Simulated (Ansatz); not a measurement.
# Effect of x(Cd) = 0.333, 6 atoms, I-4m2 on HgTe

The parent structure is HgTe in the zinc blende structure (space group F-43m, No. 216; a = 6.573 Å).

The other end (x = 1) is CdTe in the zinc blende structure (space group F-43m, No. 216): 35.27 Å³/atom, gap 1.16 eV.

It is then changed as follows: a fraction x = 0.333 of the Hg sites is given to Cd, ordered in a cell of 6 atoms (starting symmetry I-4m2) and fully relaxed.

Method: r2SCAN (Ansatz, a program for electronic structure, PAW, scalar-relativistic without spin-orbit coupling), earlier PAW set. Settings: 10×10×10 k-points, 0.05 eV Fermi–Dirac smearing, for the changed cell.

| quantity | base | changed | shift |
|---|---|---|---|
| volume per atom | 35.50 Å³ | 35.43 Å³ | -0.07 Å³ |
| density | 7.67 g/cm³ | 7.00 g/cm³ | -0.67 g/cm³ |
| shortest interatomic distance | 2.846 Å | 2.840 Å | -0.0067 Å |
| band gap | zero | zero | – |
| mixing energy (to 0.01 eV only: unlike meshes or grids) | – | 0.00 eV/atom | – |
| mean first-shell distances | – | Hg–Te 2.847 Å (end compound 2.846 Å), Cd–Te 2.840 Å (end compound 2.840 Å) | – |

Final structure:

```
CELL_PARAMETERS angstrom
     -2.32378     2.32378     9.84210
      2.32378    -2.32378     9.84210
      2.32378     2.32378    -9.84210
ATOMIC_POSITIONS crystal
  Te 0.91709 0.41709 0.50000
  Te 0.25000 0.75000 0.50000
  Te 0.58291 0.08291 0.50000
  Hg 0.66668 0.66668 0.00000
  Cd 0.00000 0.00000 0.00000
  Hg 0.33332 0.33332 0.00000
```

Each cell is one ordered arrangement of few atoms, which overstates ordering effects compared with a random alloy. With Hg and Te present, leaving out spin-orbit coupling can change the band edges. No phonon test of stability was made. All final runs are without spin polarisation. The zero or small gap of CdHg2Te3 and HgTe can change with the level of theory.
